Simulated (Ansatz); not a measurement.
# LaOF (space group P4/nmm, No. 129; a cell from a computed database, its experimental status unchecked)

```cif
data_F2La2O2
_chemical_formula_sum 'La2 O2 F2'
_space_group_name_H-M_alt 'P4/nmm :1'
_space_group_IT_number 129
_space_group_name_Hall 'P 4ab 2ab -1ab'
_cell_length_a 4.04007
_cell_length_b 4.04007
_cell_length_c 5.77791
_cell_angle_alpha 90.000
_cell_angle_beta 90.000
_cell_angle_gamma 90.000
loop_
_space_group_symop_operation_xyz
  'x, y, z'
  '-y+1/2, x+1/2, z'
  '-x, -y, z'
  'y+1/2, -x+1/2, z'
  'x+1/2, -y+1/2, -z'
  '-y, -x, -z'
  '-x+1/2, y+1/2, -z'
  'y, x, -z'
  '-x+1/2, -y+1/2, -z'
  'y, -x, -z'
  'x+1/2, y+1/2, -z'
  '-y, x, -z'
  '-x, y, z'
  'y+1/2, x+1/2, z'
  'x, -y, z'
  '-y+1/2, -x+1/2, z'
loop_
_atom_site_label
_atom_site_type_symbol
_atom_site_symmetry_multiplicity
_atom_site_Wyckoff_symbol
_atom_site_fract_x
_atom_site_fract_y
_atom_site_fract_z
_atom_site_occupancy
La1 La 2 c 0.00000 0.50000 0.28390 1
O1 O 2 b 0.50000 0.50000 0.50000 1
F1 F 2 a 0.00000 0.00000 0.00000 1
```

Method: Kohn–Sham DFT with the PBEsol functional, run in Ansatz (a program for electronic structure) with PAW and 420 eV plane waves, no spin-orbit coupling. Settings: 8×8×6 k-points, 0.05 eV Fermi–Dirac smearing.

```json
{
  "volume_per_atom": "15.72 Å³",
  "density": "6.12 g/cm³",
  "band_gap": "4.61 eV, indirect, A–Z (43 % along) → A–Z (21 % along)",
  "total_energy": "-2509.622 eV/atom (σ→0; compares only within this code and set-up)"
}
```

Whether these cells are dynamically stable was not tested.
